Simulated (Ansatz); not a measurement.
Consider Ga₂O₃ in the corundum structure (space group R-3c, No. 167; a = 4.985 Å, c = 13.442 Å (hexagonal axes)). Axes: x lies along a and z along c of the hexagonal cell.

Computed with r2SCAN/PAW in Ansatz (a program for electronic structure), scalar-relativistic without spin-orbit coupling.

Strains are applied to the cell and any free atomic positions relax; under stress the whole cell relaxes.

One change was made to it. Results:

```tsv
quantity	base	after
energy relative to the base (free energy F)	0 meV/atom	+0.4 meV/atom
band gap	3.55 eV	3.58 eV
gap character	indirect, Γ–S₀ (50 % along) → Γ	indirect, Γ–S₀ (50 % along) → Γ
```

Name the change that was made.
A) uniaxial stress, 2 GPa tension along x
B) uniaxial stress, 2 GPa tension along z
C) tensor shear ε_yz = +2.61 %
D) isotropic strain −1.21 %
E) uniaxial stress, 2 GPa compression along z

E, uniaxial stress, 2 GPa compression along z. For comparison, the band gap in the other runs: isotropic strain −1.21 % gives 3.97 eV; uniaxial stress, 2 GPa tension along x gives 3.51 eV; tensor shear ε_yz = +2.61 % gives 3.53 eV; uniaxial stress, 2 GPa tension along z gives 3.52 eV.

Beyond what the load breaks, stability against distortions was not tested. k-point labels follow each cell's own Brillouin zone.
